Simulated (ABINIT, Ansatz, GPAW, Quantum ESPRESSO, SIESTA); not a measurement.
## Code comparison for Cr₃Cu (Pm-3m, 4 atoms in the cell)

Self-consistent single point.

```yaml
crystal:
  lattice:
    - [3.60192, 0.00000, 0.00000]
    - [0.00000, 3.60192, 0.00000]
    - [0.00000, 0.00000, 3.60192]
  atoms:
    - { symbol: Cr, position: [0.00000, 0.50000, 0.50000] }
    - { symbol: Cr, position: [0.50000, 0.00000, 0.50000] }
    - { symbol: Cr, position: [0.50000, 0.50000, 0.00000] }
    - { symbol: Cu, position: [0.00000, 0.00000, 0.00000] }
```

All programs got the same cell, k-point mesh and kind of occupations (in Ansatz's words: kpoints.mp_grid.grid = 12 12 12; scf.occupations.method = gaussian; scf.occupations.width = 0.1 eV); potentials, basis and cutoffs are each program's usual ones.

```json
[
 {"code": "GPAW", "model": "LDA (Perdew-Wang 92), GPAW PAW datasets LDA (gpaw-data 1.0.1)", "pressure (GPa)": "-17.32", "k-points": "84", "cutoff": "800 eV"},
 {"code": "Ansatz", "model": "LDA (PW92), PAW files made with PBE", "pressure (GPa)": "-16.72", "k-points": "84", "cutoff": "default"},
 {"code": "ABINIT", "model": "LDA (PW92), PAW (JTH v2.0 LDA PAW)", "pressure (GPa)": "-14.98", "k-points": "84", "cutoff": "30 Ha"},
 {"code": "SIESTA", "model": "LDA PW92, numerical atomic orbitals TZP, PseudoDojo LDA standard norm-conserving potentials (rewritten from UPF to PSML)", "pressure (GPa)": "-19.53", "k-points": "948", "cutoff": "grid 300 Ry"},
 {"code": "Quantum ESPRESSO", "model": "LDA (PZ), GBRV 1.5 ultrasoft (LDA) pseudopotentials", "pressure (GPa)": "-16.46", "k-points": "84", "cutoff": "50 Ry"}
]
```

The spread over the programs that give each value: pressure within 4.55 GPa.

The starting cell comes from a database of computed structures (which also holds hypothetical and non-ambient phases and stackings), without a prior relaxation at this level. On Ansatz's run: Spin polarisation is off. In the base run, with a pressure of about -17 GPa the cell is away from its equilibrium volume at this level.

### Question
Why do the programs differ, and what cannot be compared?

### Answer
Differences of this kind can come from the potentials, where these differ, and from what each basis and cutoff leave unconverged. The valence holds different numbers of electrons (GPAW 29, Ansatz (an electronic-structure program) 61, ABINIT 61, SIESTA 61, Quantum ESPRESSO 61). The zero of total energies and Fermi levels follows the potentials and each program's conventions, so they are not compared here. SIESTA uses small atom-centred bases, whose incompleteness enters pressures, forces and empty levels differently from a plane-wave cutoff. Ansatz's pressure is given at a fixed set of plane waves, as the other plane-wave codes print theirs; with its correction for the finite basis it is -16.64 GPa. The same LDA comes in different parametrisations, which differ slightly. The programs reduce the same mesh by symmetry to different extents, which changes the work and not the result. In the pressure, ABINIT (by 1.60) and SIESTA (by 2.94) lie more than 1 GPa from the median of the plane-wave programs.

Left out of this page: Elk (not drawn, or without a comparable value); FLEUR (with a known weakness of the program).

Keys are those of Ansatz 0.2.
